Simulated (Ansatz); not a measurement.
The reference is PbSe in the rock salt structure (space group Fm-3m, No. 225).

```xyz
2
Lattice="0.0000 3.1089 3.1089 3.1089 0.0000 3.1089 3.1089 3.1089 0.0000" Properties=species:S:1:pos:R:3 pbc="T T T"
Se     0.0000     0.0000     0.0000
Pb     3.1089     3.1089     3.1089
```

Levels (all Ansatz, a program for electronic structure, PAW): PBE (420 eV, spin-orbit coupling left out); HSE06 (420 eV, no SOC).

Its gap is 0.43 eV with PBE and 0.86 eV with HSE06.

It is then changed as follows: cell and atoms relaxed at a pressure of 0.9 GPa.

With PBE the gap becomes 0.38 eV.

Question: If the HSE06 correction stayed the same, what would the HSE06 gap be, and what does the HSE06 run give?

Answer: A rigid correction of +0.43 eV gives 0.81 eV. The HSE06 run gives 0.79 eV, so the two effects roughly add.

Single points use the geometry relaxed with PBE. The hybrid gap comes from the SCF mesh plus the semilocal run's edge points and a few special points and is an upper bound. Spin-orbit coupling, missing from the scalar runs, can matter with Pb. Load acts through the strain it causes; cell and atoms are relaxed under it. Whether these cells are dynamically stable was not tested.
